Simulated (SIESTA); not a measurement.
SIESTA run on Pt (Fm-3m, 1 atom in the cell): self-consistent single point

Method of the run: GGA PBEsol, numerical atomic orbitals DZP, PseudoDojo PBEsol standard norm-conserving potentials (rewritten from UPF to PSML) run with SIESTA.

The input file:

```
# files in the folder: Pt.psml (PseudoDojo PBEsol standard)
SystemName  Pt
SystemLabel pt

NumberOfAtoms                1
NumberOfSpecies              1
%block ChemicalSpeciesLabel
  1 78 Pt
%endblock ChemicalSpeciesLabel
LatticeConstant              1.0 Ang
%block LatticeVectors
     0.000000000    1.954120000    1.954120000
     1.954120000    0.000000000    1.954120000
     1.954120000    1.954120000    0.000000000
%endblock LatticeVectors
AtomicCoordinatesFormat      Ang
%block AtomicCoordinatesAndAtomicSpecies
     0.000000000    0.000000000    0.000000000  1
%endblock AtomicCoordinatesAndAtomicSpecies

XC.functional                GGA
XC.authors                   PBEsol
PAO.BasisSize                DZP
PAO.EnergyShift              0.005 Ry
MeshCutoff                   400 Ry
%block kgrid.MonkhorstPack
    7   0   0  0.0
    0   7   0  0.0
    0   0   7  0.0
%endblock kgrid.MonkhorstPack
OccupationFunction           MP
OccupationMPOrder            0
ElectronicTemperature        0.1 eV

MaxSCFIterations             150
SCF.Mixer.Method             Broyden
SCF.Mixer.Weight             0.2
SCF.Mixer.History            6
SCF.DM.Tolerance             1.0E-05
Diag.ParallelOverK           true
WriteForces                  true
```

Log, with long lists cut:

```
reinit: Reading from file input.fdf

reinit: System Name: Pt
reinit: System Label: pt

coor:   Atomic-coordinates input format  =     Cartesian coordinates
coor:                                          (in Angstroms)

siesta: Atomic coordinates (Bohr) and species
siesta:      0.00000   0.00000   0.00000  1        1

siesta: System type = bulk

initatomlists: Number of atoms, orbitals, and projectors:      1    19    32

siesta: ******************** Simulation parameters ****************************
redata: Spin configuration                          = none
redata: Time-Reversal Symmetry                      = T
redata: Number of Atomic Species                    =        1
redata: Mesh Cutoff                                 =   400.0000 Ry
redata: Net charge of the system                    =     0.0000 |e|
redata: Min. number of SCF Iter                     =        0
redata: Max. number of SCF Iter                     =      150
redata: SCF convergence failure will abort job
redata: SCF mix quantity                            = Hamiltonian
redata: Mix DM or H after convergence               =   F
redata: Recompute H after scf cycle                 =   F
redata: Mix DM in first SCF step                    =   T
redata: No kicks to SCF
redata: DM Mixing Weight for Kicks                  =     0.5000
redata: Require Harris convergence for SCF          =   F
redata: Harris energy tolerance for SCF             =     0.000100 eV
redata: Require DM convergence for SCF              =   T
redata: DM tolerance for SCF                        =     0.000010
redata: Require EDM convergence for SCF             =   F
redata: EDM tolerance for SCF                       =     0.001000 eV
redata: Require H convergence for SCF               =   T
redata: Hamiltonian tolerance for SCF               =     0.001000 eV
redata: Require (free) Energy convergence for SCF   =   F
redata: (free) Energy tolerance for SCF             =     0.000100 eV
redata: Using DFT-D3 dispersion                     =   F
redata: Using Saved Data (generic)                  =   F
redata: Method of Calculation                       = Diagonalization
redata: Electronic Temperature                      =  1160.4518 K
redata: Number of TDED substeps                     =        3
redata: Dynamics option                             = Single-point calculation
redata: Save all siesta data in one NC              =   F
redata: ***********************************************************************

%block SCF.Mixers
  Broyden
%endblock SCF.Mixers

%block SCF.Mixer.Broyden
  # Mixing method
  method broyden

  # Mixing options
  weight 0.2000
  weight.linear 0.2000
  weight.prime 0.2000
  history 6
%endblock SCF.Mixer.Broyden

DM_history_depth set to one: no extrapolation allowed by default for geometry relaxation
Size of DM history Fstack: 1
Total number of electrons:    18.000000
Total ionic charge:    18.000000

* ProcessorY, Blocksize:    1  20

* Orbital distribution balance (max,min):    19    19

 Kpoints in:          196 . Kpoints trimmed:          172

siesta: k-grid: Number of k-points = 172
siesta: k-points from Monkhorst-Pack grid
siesta: k-cutoff (effective) =     9.672 Ang
siesta: k-point supercell and displacements
siesta: k-grid:     7     0     0      0.000
siesta: k-grid:     0     7     0      0.000
siesta: k-grid:     0     0     7      0.000

diag: Algorithm                                     = D&C
diag: Parallel over k                               =   F
diag: Use parallel 2D distribution                  =   F
diag: Parallel block-size                           = 20
diag: Parallel distribution                         =     1 x     1
diag: Used triangular part                          = Lower
diag: Absolute tolerance                            =  0.100E-15
diag: Orthogonalization factor                      =  0.100E-05
diag: Memory factor                                 =  1.0000

superc: Internal auxiliary supercell:     7 x     7 x     7  =     343
superc: Number of atoms, orbitals, and projectors:    343   6517  10976

                        Single-point calculation

superc: Internal auxiliary supercell:     7 x     7 x     7  =     343
superc: Number of atoms, orbitals, and projectors:    343   6517  10976

outcell: Unit cell vectors (Ang):
        0.000000    1.954120    1.954120
        1.954120    0.000000    1.954120
        1.954120    1.954120    0.000000

outcell: Cell vector modules (Ang)   :    2.763543    2.763543    2.763543
outcell: Cell angles (23,13,12) (deg):     60.0000     60.0000     60.0000
outcell: Cell volume (Ang**3)        :     14.9239
new_DM -- step:     1
Initializing Density Matrix...

Attempting to read DM from file... Failed...
DM filled with atomic data:

InitMesh: MESH = 30 x 30 x 30 = 27000
InitMesh: Mesh cutoff (required, used) =   400.000   488.544 Ry

stepf: Methfessel-Paxton step function
       Using Hermite-Gauss polynomials of order  0

        iscf     Eharris(eV)        E_KS(eV)     FreeEng(eV)     dDmax    Ef(eV) dHmax(eV)
   scf:    1    -3545.052447    -3550.592537    -3550.605300  0.851173 -0.658496  7.152871
   scf:    2    -3552.159342    -3551.429284    -3551.441769  0.317511 -1.471411  4.280216
   scf:    3    -3552.112096    -3551.907415    -3551.921701  0.415374 -2.696696  0.178426
   scf:    4    -3551.908891    -3551.908337    -3551.922723  0.013984 -2.657658  0.027877
   scf:    5    -3551.907120    -3551.907836    -3551.922557  0.012637 -2.646661  0.105272
   scf:    6    -3551.907991    -3551.907956    -3551.922806  0.008487 -2.678310  0.020041
   [... 4 lines left out ...]
   scf:   11    -3551.907967    -3551.907964    -3551.922815  0.000020 -2.684775  0.000246
   scf:   12    -3551.907968    -3551.907966    -3551.922815  0.000016 -2.684771  0.000193
   scf:   13    -3551.907969    -3551.907968    -3551.922815  0.000013 -2.684767  0.000153
   scf:   14    -3551.907970    -3551.907969    -3551.922815  0.000011 -2.684758  0.000131
   scf:   15    -3551.907970    -3551.907969    -3551.922815  0.000008 -2.684754  0.000110

SCF Convergence by DM+H criterion
max |DM_out - DM_in|         :     0.0000079707
max |H_out - H_in|      (eV) :     0.0001102996
SCF cycle converged after 15 iterations

Using DM_out to compute the final energy and forces

siesta: E_KS(eV) =            -3551.9080

siesta: E_KS - E_eggbox =     -3551.9080

siesta: Atomic forces (eV/Ang):
     1   -0.000000   -0.000000    0.000000
   Tot   -0.000000   -0.000000    0.000000
   Max    0.000000
   Res    0.000000    sqrt( Sum f_i^2 / 3N )
   Max    0.000000    constrained

Stress tensor Voigt[x,y,z,yz,xz,xy] (kbar):      -37.59      -37.59      -37.59       -0.04       -0.04       -0.04
(Free)E + p*V (eV/cell)    -3551.5726
Target enthalpy (eV/cell)    -3551.9228

siesta: Program's energy decomposition (eV):
siesta: Ebs     =      -601.337405
siesta: Eions   =      4880.764674
siesta: Ena     =       711.688705
siesta: Ekin    =      1013.814076
siesta: Enl     =       214.597321
siesta: Eso     =         0.000000
siesta: Edftu   =         0.000000
siesta: DEna    =        31.226008
siesta: DUscf   =         0.856583
siesta: DUext   =         0.000000
siesta: Ex      =      -600.981227
siesta: Ec      =       -42.344760
siesta: Exc     =      -643.325988
siesta: Eharris =     -3551.907970
siesta: Etot    =     -3551.907969
siesta: FreeEng =     -3551.922815

siesta: Stress tensor (static) (eV/Ang**3):
siesta:    -0.023464   -0.000023   -0.000023
siesta:    -0.000023   -0.023464   -0.000023
siesta:    -0.000023   -0.000023   -0.023464

siesta: Cell volume =         14.923947 Ang**3

siesta: Pressure (static):
siesta:                Solid            Molecule  Units
siesta:           0.00025556          0.00025556  Ry/Bohr**3
siesta:           0.02346426          0.02346426  eV/Ang**3
siesta:          37.59388182         37.59388182  kBar
```

The run converged in 15 iterations.

The starting cell has typed, rounded lattice constants, without a prior relaxation at this level. Its lattice was rescaled by up to half a per cent. Spin polarisation is off. Values carry the incompleteness of an atom-centred basis. With a pressure of about 4 GPa the cell is away from its equilibrium volume at this level.
